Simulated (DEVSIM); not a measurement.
Structure: illuminated GaSb p-on-n cell, one wavelength, at 300 K.

```tsv
layer (left to right)	material	thickness (μm)	Nd (cm⁻³)	Na (cm⁻³)	τn (s)	τp (s)	absorption coefficient (cm⁻¹)
1	GaSb	0.170	-	6.1e17	8.2e-11	2.6e-9	9100
2	GaSb	1.20	1.2e15	-	5.1e-9	5.1e-9	9100
```

Left contact: ohmic, minority electron recombination velocity 300 cm/s. Right contact: ohmic, minority hole recombination velocity 200 cm/s. Voltage is applied to the left contact. Recombination: SRH at mid-gap, radiative, Auger. Light enters at the left, 2.7e17 photons cm⁻² s⁻¹, one pass, no reflection. Mobility is μmin + (μ − μmin)/(1 + (N/Nref)^α).

The device is made up for the run: typed textbook-type constants, with dimensions and the other settings drawn at random. Values at 300 K.

```csv
parameter,GaSb
gap (eV),0.726
affinity (eV),4.06
permittivity,15.7
Nc (cm⁻³),2.1e17
Nv (cm⁻³),1.8e19
μn (cm²/Vs),5000
μp (cm²/Vs),850
"μn,min",1000
"μp,min",190
"Nref,n",2.8e17
"Nref,p",9e17
αn,1.05
αp,0.65
B (cm³/s),1e-10
Cn (cm⁶/s),5e-30
Cp (cm⁶/s),5e-30
```

Simulated with DEVSIM: 1D drift-diffusion, Boltzmann statistics, complete ionisation; no tunnelling, impact ionisation, image-force lowering or self-heating.

The photon flux was swept, all else fixed.

| photon flux (cm^-2 s^-1) | open-circuit voltage (V) | fill factor | largest power (mW/cm²) | short-circuit current (mA/cm²) |
|---|---|---|---|---|
| 8.1e15 | 0.060 | 0.34 | 0.0187 | 0.918 |
| 2.7e16 | 0.104 | 0.40 | 0.128 | 3.06 |
| 8.1e16 | 0.148 | 0.48 | 0.646 | 9.18 |
| 2.7e17 | 0.193 | 0.55 | 3.24 | 30.6 |
| 8.1e17 | 0.232 | 0.60 | 12.7 | 91.8 |
| 2.7e18 | 0.273 | 0.64 | 53.7 | 306 |
| 8.1e18 | 0.312 | 0.67 | 191 | 918 |

From the first row to the last the open-circuit voltage goes from 0.060 to 0.312. From the first row to the last the fill factor goes from 0.34 to 0.67.
